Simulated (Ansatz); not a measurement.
# A computed series for ZnO: carrier doping

Start from ZnO in the wurtzite structure (space group P6_3mc, No. 186; a = 3.2352 Å, c = 5.2113 Å).

Carriers are added at fixed cell with a uniform background; the Fermi–Dirac width is that of 300 K.

Computed with Ansatz (a program for electronic structure), r2SCAN, PAW, cutoff 500 eV, no spin-orbit coupling, earlier PAW set.

Notes on the quantities. Fermi level from band edge: Fermi level relative to the doped band's edge (positive inside the band; to 0.05 eV).

```tsv
electron density (10^21 cm⁻³)	Fermi level from band edge (eV)
1	1.10
5	?
7	2.75
10	3.20
```

Task: Fit E_F = C n^s, fitted as a line in log–log form (a parabolic band gives s = 2/3) to the rows shown and predict the withheld row.

Result: Least squares on the printed values gives C = 1.10 eV, s = 0.47 (largest residual 0.02 eV); this predicts 2.33 eV, and the run gives 2.35 eV, in agreement.

Carriers are added with a uniform compensating background; total energy and stress of such cells depend on the potential's zero and are not compared; many-body gap narrowing is missing at this level. No phonon test of stability was made.
